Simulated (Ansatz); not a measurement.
# C (model structure, Ibam, No. 72, 6 atoms in the cell)

All values below come from r²SCAN+rVV10 (PAW; Ansatz, an electronic-structure program).

Numerical settings: plane-wave cutoff 560 eV, 16×16×10 k mesh (along the axes of the cell as run), Fermi–Dirac smearing 0.01 eV, scalar-relativistic PAW data made under PBE.

Cell (relaxed at this level):

```
CELL_PARAMETERS angstrom
      3.61913    -1.32738    -0.05186
      3.61913     1.32738    -0.05186
     -2.93925     0.00000     3.60693
ATOMIC_POSITIONS crystal
  C  0.34502 0.99492 0.66997
  C  0.65498 0.00508 0.33003
  C  0.00508 0.65498 0.83003
  C  0.99492 0.34502 0.16997
  C  0.00000 0.00000 0.25000
  C  0.00000 0.00000 0.75000
```

```yaml
band_gap: 3.12 eV (on the SCF k mesh)
direct gap at Γ: 5.94 eV
```

Note: the relaxation could raise the start's symmetry but not lower it, so the cell can be a saddle point.

Computed values are for the static lattice.

Cost on a shared machine: roughly 7 core-minutes.

A model structure was made by putting elements into a prototype or built by hand; it is no filed structure, need not be a known phase, and can be a saddle point held by its symmetry.
